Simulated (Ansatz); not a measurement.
**Habitual settings against a tight run: KRb2TlF6 (Fm-3m, 10 atoms in the cell)**

Self-consistent single point.

```yaml
crystal:
  lattice:
    - [0.00000, 4.59348, 4.59348]
    - [4.59348, 0.00000, 4.59348]
    - [4.59348, 4.59348, 0.00000]
  atoms:
    - { symbol: K, position: [0.50000, 0.50000, 0.50000] }
    - { symbol: Rb, position: [0.75000, 0.75000, 0.75000] }
    - { symbol: Rb, position: [0.25000, 0.25000, 0.25000] }
    - { symbol: Tl, position: [0.00000, 0.00000, 0.00000] }
    - { symbol: F, position: [0.76705, 0.23295, 0.23295] }
    - { symbol: F, position: [0.23295, 0.76705, 0.76705] }
    - { symbol: F, position: [0.23295, 0.76705, 0.23295] }
    - { symbol: F, position: [0.76705, 0.23295, 0.76705] }
    - { symbol: F, position: [0.23295, 0.23295, 0.76705] }
    - { symbol: F, position: [0.76705, 0.76705, 0.23295] }
```

Computed with PBEsol, default PAW files made with PBE (plane waves; Ansatz, a first-principles code).

Base settings: basis.ecutwfc = 420 eV; kpoints.mp_grid.grid = 5 5 5; hamiltonian.xc = pbesol; hamiltonian.pseudopotentials = {kind: paw} (the program's default PAW files); scf.occupations.method = fixed.

Tight run (finer mesh or higher cutoff; not a proven limit): basis.ecutwfc: 420 eV → 590 eV; kpoints.mp_grid.grid: 5 5 5 → 7 7 7; scf.convergence.dr2_threshold: default (1e-07 eV) → 1e-09 eV. It gave top of the valence band (on the code's own zero) 1.92 eV; gap on the k-point mesh 3.94 eV; pressure 1.53 GPa; largest force (vector length) 0.222 eV/Å.

Quick runs, as changes from the base:
- A: the base itself
- B: basis.ecutwfc: 420 eV → 210 eV; kpoints.mp_grid.grid: 5 5 5 → 4 4 4; scf.occupations.method: fixed → fermi_dirac; scf.occupations.width: default → 0.5 eV
- C: basis.ecutwfc: 420 eV → 210 eV; kpoints.mp_grid.grid: 5 5 5 → 2 2 2

Energies are extrapolated to zero smearing width, which holds to low order in the width alone.

Gaps are read on each run's own mesh, which may miss the band edges.

The count of work is k-points × plane waves × bands × iterations; it is no time. 

Pressures in the table are Ansatz's without its Pulay estimate, at a fixed set of plane waves; the tight run's value above holds the estimate.

The starting cell comes from a database of computed structures (which also holds hypothetical and non-ambient phases and stackings), without a prior relaxation at this level. Its lattice was rescaled by a random factor within 2.5 % of one. Spin-orbit coupling is off.

| run | energy less tight (meV/atom) | pressure less tight (GPa) | largest miss in a force vector (eV/Å) | gap on the mesh less tight (eV) | count of work / tight |
|---|---|---|---|---|---|
| A | 3.6 | -0.41 | 0.000 | 0.011 | 0.26 |
| B | 5327.7 | -161.83 | 0.230 | -0.077 | 0.10 |
| C | 5236.9 | -160.11 | 0.196 | -0.072 | 0.032 |

Among the runs at the tight run's level, the energy misses run from 3.6 to 5327.7 meV/atom.

Left out of this page: 3 runs of the series with a known weakness of the program.

Keys are those of Ansatz 0.2.
